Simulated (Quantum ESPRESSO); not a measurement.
A user runs Quantum ESPRESSO on YRh5 (P6/mmm, 6 atoms in the cell) and asks whether the run is sound. The aim is a self-consistent single point with DFT, PBEsol, plane waves, GBRV 1.5 ultrasoft (PBESOL) pseudopotentials.

Cell that was meant: a = 5.1410 Å, b = 5.1410 Å, c = 4.2940 Å, α = 90.00°, β = 90.00°, γ = 120.00°.

Part of the input:

```fortran
  degauss = 0.0073499
/
&ELECTRONS
  conv_thr = 1.0d-1
  mixing_beta = 0.4
/
ATOMIC_SPECIES
```

Log, with long lists cut:

```
     G-vector sticks info
     --------------------
     sticks:   dense  smooth     PW     G-vecs:    dense   smooth      PW
   [... lines left out ...]
        k(    2) = (   0.0000000   0.0000000   0.1995420), wk =   0.0185185
        k(    3) = (   0.0000000   0.0000000   0.3990840), wk =   0.0185185
   [... 25 lines left out ...]

     Dense  grid:    63983 G-vectors     FFT dimensions: (  60,  60,  48)

     Smooth grid:    22731 G-vectors     FFT dimensions: (  40,  40,  36)

     Initial potential from superposition of free atoms

     starting charge      83.4954, renormalised to      86.0000

     negative rho (up, down):  2.617E-01 0.000E+00
     Self-consistent Calculation

     iteration #  1     ecut=    40.00 Ry     beta= 0.40

     negative rho (up, down):  2.726E-01 0.000E+00

     total energy              =    -947.54796420 Ry
     estimated scf accuracy    <       3.46397149 Ry

     iteration #  2     ecut=    40.00 Ry     beta= 0.40

     negative rho (up, down):  2.707E-01 0.000E+00

     total energy              =    -947.95037802 Ry
     estimated scf accuracy    <       3.22232945 Ry

     iteration #  3     ecut=    40.00 Ry     beta= 0.40

     negative rho (up, down):  2.706E-01 0.000E+00

     total energy              =    -948.35228493 Ry
     estimated scf accuracy    <       2.57195850 Ry

     iteration #  4     ecut=    40.00 Ry     beta= 0.40

     negative rho (up, down):  2.710E-01 0.000E+00
     End of self-consistent calculation

     the Fermi energy is    17.6673 ev

!    total energy              =    -948.54776532 Ry
     estimated scf accuracy    <       0.03509997 Ry
     smearing contrib. (-TS)   =      -0.00000897 Ry
     internal energy E=F+TS    =    -948.54775635 Ry

     convergence has been achieved in   4 iterations

     negative rho (up, down):  2.710E-01 0.000E+00

     Forces acting on atoms (cartesian axes, Ry/au):

     atom    1 type  1   force =     0.00000000    0.00000000    0.00000000
   [... zero for the other atoms too ...]

     Total force =     0.000000     Total SCF correction =     0.000000

     negative rho (up, down):  2.710E-01 0.000E+00
          total   stress  (Ry/bohr**3)                   (kbar)     P=     -198.15
  -0.00152622  -0.00000000  -0.00000000         -224.52       -0.00       -0.00
  -0.00000000  -0.00152622  -0.00000000           -0.00     -224.52       -0.00
  -0.00000000  -0.00000000  -0.00098850           -0.00       -0.00     -145.41

   JOB DONE.
```

Task: Is anything amiss in this input, and did it matter?

Result: The run is not sound. The fault is a convergence threshold that is too loose. A loop that stops early leaves an energy error of second order in the density error, but errors of first order in forces and stress. To fix it, tighten the threshold. The run converged in 4 iterations without an error; against the sound input the free energy goes up by 42.8 meV/atom and the pressure goes from -1.68 to -19.81 GPa.

The sound input it was made from differs as follows (other fixes are possible):
```diff
-  conv_thr = 1.0d-1
+  conv_thr = 1.0d-10
```

With that input, the run converged in 14 iterations: free energy E − TS -12905.9068 eV; Fermi level (on the code's own zero) 17.64 eV; pressure -1.68 GPa (DFT, PBEsol, plane waves, GBRV 1.5 ultrasoft (PBESOL) pseudopotentials).

On the sound input: the starting cell comes from a database of published, mostly measured structures (it also holds non-ambient and calculated ones), without a prior relaxation at this level. Spin polarisation is off.
